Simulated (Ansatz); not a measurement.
```
CdS
1.0
    4.07351     0.00000     0.00000
   -2.03676     3.52777     0.00000
    0.00000     0.00000     6.63856
Cd S
2 2
Direct
  0.66667   0.33333   0.00060
  0.33333   0.66667   0.50060
  0.66667   0.33333   0.62460
  0.33333   0.66667   0.12460
```

Task: Give the diagonal Born effective charges atom by atom and the electronic dielectric tensor from linear response, DFT at the LDA level (Ansatz, a program for electronic structure).

Result: 
| atom | Z*xx | Z*yy | Z*zz |
|---|---|---|---|
| Cd1 | 2.06 | 2.06 | 2.16 |
| Cd2 | 2.06 | 2.06 | 2.16 |
| S3 | -2.06 | -2.06 | -2.16 |
| S4 | -2.06 | -2.06 | -2.16 |

ε∞ diagonal: 6.4, 6.4, 6.5. The program warned that the k mesh resolves the field response only roughly, so the permittivities are not converged. Away from Γ the polar cell without biaxial strain shows no imaginary mode on a 2×2×2 mesh.
